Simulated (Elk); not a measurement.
# A self-consistent single point of Sr2SO (P4/mmm, 4 atoms in the cell) with Elk

Method: PBEsol, all-electron FP-LAPW, Elk's shipped species files, APW+lo basis with extra local orbitals run with Elk 10.2.4.

Input:

```
tasks
  0

xctype
  22

rgkmax
  8.0

gmaxvr
  16.0

nxlo
  2

lorbcnd
  .true.

lmaxi
  2

stype
  0

swidth
  0.00183747

maxscl
  100

avec
    7.4580063515    0.0000000000    0.0000000000
    0.0000000000    7.4580063515    0.0000000000
    0.0000000000    0.0000000000   10.5472040084

sppath
  'species/'

atoms
  3
  'Sr.in'
  2
  0.0000000000  0.0000000000  0.0000000000    0.0 0.0 0.0
  0.5000000000  0.5000000000  0.5000000000    0.0 0.0 0.0
  'S.in'
  1
  0.0000000000  0.0000000000  0.5000000000    0.0 0.0 0.0
  'O.in'
  1
  0.5000000000  0.5000000000  0.0000000000    0.0 0.0 0.0

ngridk
  4 4 3
```

The program printed (abridged):

```
│ Elk code version 10.2.4 │

All units are atomic (Hartree, Bohr, etc.)

│ Ground-state run starting from atomic densities │

Lattice vectors :
   7.458006351       0.000000000       0.000000000
   0.000000000       7.458006351       0.000000000
   0.000000000       0.000000000       10.54720401

Unit cell volume      :    586.6550914
Brillouin zone volume :   0.4228212063

Muffin-tin inner radius fraction :   0.1000000000E-01

Nuclei treated as point charges

Species :    1 (Sr)
 parameters loaded from : Sr.in
 name : strontium
 nuclear charge    :   -38.00000000
 electronic charge :    38.00000000
 atomic mass :    159721.4890
 muffin-tin radius :    2.600000000
 number of radial points in muffin-tin :    597
 atomic positions (lattice), magnetic fields (Cartesian) :
   1 :   0.00000000  0.00000000  0.50000000    0.00000000  0.00000000  0.00000000
   2 :   0.50000000  0.50000000  0.00000000    0.00000000  0.00000000  0.00000000

Species :    2 (S)
 parameters loaded from : S.in
 name : sulphur
 nuclear charge    :   -16.00000000
 electronic charge :    16.00000000
 atomic mass :    58450.91926
 muffin-tin radius :    2.200000000
 number of radial points in muffin-tin :    397
 atomic positions (lattice), magnetic fields (Cartesian) :
   1 :   0.00000000  0.00000000  0.00000000    0.00000000  0.00000000  0.00000000

Species :    3 (O)
 parameters loaded from : O.in
 name : oxygen
 nuclear charge    :   -8.000000000
 electronic charge :    8.000000000
 atomic mass :    29165.12202
 muffin-tin radius :    1.800000000
 number of radial points in muffin-tin :    297
 atomic positions (lattice), magnetic fields (Cartesian) :
   1 :   0.50000000  0.50000000  0.50000000    0.00000000  0.00000000  0.00000000

Total number of atoms per unit cell :    4

Spin treatment :
 spin-unpolarised

Number of Bravais lattice symmetries :   16
Number of crystal symmetries         :   16
Crystal has inversion symmetry
   [... lines left out ...]
Maximum |G| for potential and density :    16.00000000
 potential will be trimmed for |G| > 2 gkmax
Constant for pseudocharge density :   10
Radial integration step length :    4

G-vector grid sizes :     40    40    54
Number of G-vectors :    40449

Maximum angular momentum used for
 APW functions                      :    8
 outer part of muffin-tin           :    6
 inner part of muffin-tin           :    2

Total nuclear charge    :   -100.0000000
Total core charge       :    68.00000000
Total valence charge    :    32.00000000
Total excess charge     :    0.000000000
Total electronic charge :    100.0000000

Effective Wigner radius, rₛ :    1.118831654

Number of empty states         :   16
Total number of valence states :   32
Total number of core states    :   68

Conduction state local-orbitals added automatically
Total number of local-orbitals :  270

Exchange-correlation functional :     22     0     0
 PBEsol, Phys. Rev. Lett. 100, 136406 (2008)
 gradient requirement :    1
 generalised gradient approximation (GGA)

Smearing type :    0
 Gaussian
Smearing width :   0.1837470000E-02
Effective electronic temperature (K) :    580.2271348

Mixing type :    3
 Broyden mixing, J. Phys. A: Math. Gen. 17, L317 (1984)

Kohn-Sham potential initialised from atomic data
│ Self-consistent loop started │
│ Loop number : 1 │
 total energy                :     -6841.37199998
│ Loop number : 2 │
 total energy                :     -6841.26762752
RMS change in Kohn-Sham potential (target) :   0.9094589957     (  0.1000000000E-05)
Absolute change in total energy (target)   :   0.1043724609     (  0.1000000000E-03)
│ Loop number : 3 │
 total energy                :     -6841.11288153
RMS change in Kohn-Sham potential (target) :   0.8930792374     (  0.1000000000E-05)
Absolute change in total energy (target)   :   0.1808391038     (  0.1000000000E-03)
│ Loop number : 4 │
 total energy                :     -6835.86952854
RMS change in Kohn-Sham potential (target) :   0.4666358753     (  0.1000000000E-05)
Absolute change in total energy (target)   :    5.288562771     (  0.1000000000E-03)
│ Loop number : 5 │
 total energy                :     -6832.53695039
RMS change in Kohn-Sham potential (target) :   0.1938389305     (  0.1000000000E-05)
Absolute change in total energy (target)   :    4.654718846     (  0.1000000000E-03)
   [... lines left out ...]
Absolute change in total energy (target)   :   0.3982031712E-02 (  0.1000000000E-03)
│ Loop number : 13 │
 total energy                :     -6829.83131891
RMS change in Kohn-Sham potential (target) :   0.6194668973E-05 (  0.1000000000E-05)
Absolute change in total energy (target)   :   0.1505650008E-02 (  0.1000000000E-03)
│ Loop number : 14 │
 total energy                :     -6829.83118530
RMS change in Kohn-Sham potential (target) :   0.2506129073E-05 (  0.1000000000E-05)
Absolute change in total energy (target)   :   0.5100244052E-03 (  0.1000000000E-03)
│ Loop number : 15 │
 total energy                :     -6829.83108141
RMS change in Kohn-Sham potential (target) :   0.6181513165E-06 (  0.1000000000E-05)
Absolute change in total energy (target)   :   0.2313900823E-03 (  0.1000000000E-03)
│ Loop number : 16 │
 total energy                :     -6829.83106422
RMS change in Kohn-Sham potential (target) :   0.1890657781E-06 (  0.1000000000E-05)
Absolute change in total energy (target)   :   0.7504420319E-04 (  0.1000000000E-03)
Convergence targets achieved

│ Loop number : 17 │

Energies :
 Fermi                       :     0.179010883885
 sum of eigenvalues          :     -3998.74199062
 electron kinetic            :      7021.00585428
 core electron kinetic       :      6896.50889434
 Coulomb                     :     -13610.6975413
 Coulomb potential           :     -10704.8556682
 nuclear-nuclear             :     -668.860381005
 electron-nuclear            :     -15178.8186525
 Hartree                     :      2236.98149215
 Madelung                    :     -8258.26970723
 xc potential                :     -314.892176751
 exchange                    :     -234.812700052
 correlation                 :     -5.32667128045
 total energy                :     -6829.83105836

Density of states at Fermi energy :   0.4720144956E-06
 (states/Hartree/unit cell)

Estimated indirect band gap :   0.7540003758E-01
 from k-point      1 to k-point      1
Estimated direct band gap   :   0.7540003758E-01
 at k-point      1

Charges :
 core                        :    68.00000000
 valence                     :    32.00000000
 interstitial                :    5.711563471
 muffin-tins (core leakage)
  species :    1 (Sr)
   atom    1                 :    36.00687786     (  0.2905657168E-04)
   atom    2                 :    36.09094210     (  0.2940240386E-04)
  species :    2 (S)
   atom    1                 :    14.67479225     (  0.7236286052E-04)
  species :    3 (O)
   atom    1                 :    7.515824320     (  0.8592430989E-08)
 total in muffin-tins        :    94.28843653
 total calculated charge     :    100.0140828
 total charge                :    100.0000000
 error                       :   0.1408275688E-01

│ Self-consistent loop stopped │
```

The run converged in 17 iterations. The count includes the last loop, which Elk runs after its targets are met.

The starting cell comes from a database of computed structures (which also holds hypothetical and non-ambient phases and stackings), without a prior relaxation at this level. Its lattice was rescaled by a random factor within 2.5 % of one. Values depend on the basis (sphere radii, cutoffs, local orbitals), which need not be converged.
